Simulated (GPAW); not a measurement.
**Variants of one calculation on Co₂Si (Pnma, 12 atoms in the cell)**

```
CELL_PARAMETERS angstrom
      4.90424     0.00000     0.00000
      0.00000     3.74185     0.00000
      0.00000     0.00000     7.03616
ATOMIC_POSITIONS crystal
  Co 0.82749 0.75000 0.56358
  Co 0.17251 0.25000 0.43642
  Co 0.67251 0.25000 0.06358
  Co 0.32749 0.75000 0.93642
  Co 0.53582 0.25000 0.72140
  Co 0.46418 0.75000 0.27860
  Co 0.96418 0.75000 0.22140
  Co 0.03582 0.25000 0.77860
  Si 0.20089 0.25000 0.10368
  Si 0.79911 0.75000 0.89632
  Si 0.29911 0.75000 0.60368
  Si 0.70089 0.25000 0.39632
```
Moments meant for the start (each program seeds them in its own way; μB, in the order of the atoms Co Co Co Co Co Co Co Co Si Si Si Si): 3.0 3.0 3.0 3.0 3.0 3.0 3.0 3.0 0.0 0.0 0.0 0.0.

Base run A: LDA (Perdew-Wang 92), GPAW PAW datasets LDA (gpaw-data 1.0.1) (GPAW), self-consistent single point.

Its settings: spinpol = true; mode = pw; ecut = 850 eV; xc = LDA; kpts = 4 5 3; mesh shift (steps) = 0 0 0; occupations.name = methfessel-paxton; occupations.width = 0.05 eV; occupations.order = 1; nbands = -18; symmetry.symmorphic = false; symmetry.tolerance = 0.0005; maxiter = 120.

The starting cell comes from a database of computed structures (which also holds hypothetical and non-ambient phases and stackings), without a prior relaxation at this level. Its lattice was rescaled by a random factor within 2.5 % of one. The moments shrank to a small part of their start, a low-spin state that need not be the lowest. In the base run, with a pressure of about -16 GPa the cell is away from its equilibrium volume at this level. Without a gap this mesh is coarse (it stands for a supercell whose shortest vector is 19 Å).

ΔF is the free energy per atom less that of run A. 

Run A gave: pressure (GPa) -15.96; largest force (eV/Å) 0.345; size of the net moment (μB/atom) 0.20; k-points 18.

Runs:
- B: occupations.width: 0.05 eV → 0.3 eV
- C: kpts_shift: 0 0 0 → 0.5 0.5 0.5
- D: occupations.width: 0.05 eV → 0.5 eV
- E: convergence.energy: default → 1e-14 eV/electron; convergence.density: default → 5e-09 e/electron; convergence.eigenstates: default → 1e-18
- F: convergence.density: default → 0.01 e/electron; convergence.energy: default → 0.05 eV/electron; convergence.eigenstates: default → 0.0004
- G: eigensolver: default → {name: davidson, niter: 3}
- H: h: default → 0.12 Å
- I: mixer.backend: default → broyden

What does run B change against A?

The free energy rises by 1.6 meV/atom, the pressure goes from -15.96 to -16.26 GPa, the largest force moves little (0.345 to 0.343 eV/Å) and the size of the net moment goes from 0.20 to 0.12 μB/atom.

What does run C change against A?

The free energy goes up by 1.0 meV/atom, the pressure moves little (-15.96 to -16.05 GPa), the largest force moves little (0.345 to 0.352 eV/Å) and the size of the net moment goes from 0.20 to 0.16 μB/atom.

Runs D lost their moments and ended non-magnetic.

```
run  ΔF (meV/atom)  pressure (GPa)  largest force (eV/Å)  size of the net moment (μB/atom)  k-points
---  -------------  --------------  --------------------  --------------------------------  --------
A             0.00          -15.96                 0.345                              0.20        18
B             1.58          -16.26                 0.343                              0.12        18
C             1.01          -16.05                 0.352                              0.16        12
D              2.0          -16.49                 0.352                              0.01        18
E             0.00          -15.97                 0.345                              0.20        18
F            -1.01          -20.59                 0.259                              0.22        18
G             0.00          -15.96                 0.343                              0.20        18
H             0.00          -15.98                 0.343                              0.20        18
I             0.00          -15.89                 0.338                              0.20        18
```
